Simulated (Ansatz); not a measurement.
Effect of Li interstitial (started 2.07 Å from the nearest host atom), symmetric start on ZnO

The reference is a 16-atom supercell of ZnO in the wurtzite structure (space group P6_3mc, No. 186; a = 3.235 Å, c = 5.211 Å) at its relaxed geometry.

Perturbation: one Li atom is added in an open site, starting 2.07 Å from the nearest host atom, atoms relaxed at fixed cell.

Method: Ansatz (an electronic-structure program), r2SCAN, PAW, cutoff 500 eV, spin-orbit coupling left out. Γ-centred 6×6×6 mesh, Fermi–Dirac width 0.01 eV.

* **Pressure**: 6.1 GPa (base 0.0 GPa)
* **Largest displacement of a host atom from its site in the perfect cell**: 0.25 Å
* **Final site of the added atom**: 6 O at 1.91–2.55 Å

The magnetic state is the one reached from the starting moments; the real material's order can differ, and small cells can't hold many antiferromagnetic ones. The cell is small, so the values are those of an ordered compound at a high defect concentration; dilute-limit values will differ. The mesh was chosen for an insulator and is coarse for the gapless case. The defect started on the symmetric site and kept its symmetry, so it may sit on a saddle. Starting moments died away, wholly or in part, for Li interstitial (started 2.07 Å from the nearest host atom); another magnetic solution may exist. The defect cell is spin-polarised and ends with 0.0 μB.
